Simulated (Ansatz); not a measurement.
The starting structures come from a database of crystals and need not be the phases stable at ambient conditions.

 Where the default PAW files enter, the runs use the earlier of Ansatz's two default sets.

Consider the following.

```
CELL_PARAMETERS angstrom
      5.64750     0.00000     0.00000
      0.00000     5.64750     0.00000
      2.82375    -2.82375     5.66217
ATOMIC_POSITIONS crystal
  Zn 0.25000 0.25000 0.50000
  Zn 0.00000 0.00000 0.00000
  Sn 0.75000 0.75000 0.50000
  Sn 0.50000 0.50000 0.00000
  P  0.62500 0.35362 0.25000
  P  0.35362 0.12500 0.75000
  P  0.12500 0.89638 0.25000
  P  0.89638 0.62500 0.75000
```

Space group of this cell: I-42d, chalcopyrite. The cell is taken as given.

Level of theory: r2SCAN (plane waves, PAW; Ansatz, a program for electronic structure).

The current runs along the normal of the first two printed vectors; no spin-orbit coupling. Scaled by the factor s: the length along the current (ions clamped). Meshes 6×6×6 and 6×6 across the current in all rows.

| s | mean pressure (GPa) | band gap (eV) |
|---|---|---|
| 0.97 | 2.6 | ? |
| 1.00 | 0.1 | 1.26 |
| 1.03 | -2.0 | 1.02 |

**Question.** Take the slope of the band gap against ln s from the two given rows, extrapolate to s = 0.97, and say what the run there gives.

**Answer.** Slope = (1.02 − 1.26) / ln 1.03 = -8.12 eV. The line gives 1.26 + (-8.12) × ln 0.97 = 1.51 eV. The run gives 1.33 eV, 0.18 eV under the line, 72 % of the predicted step.
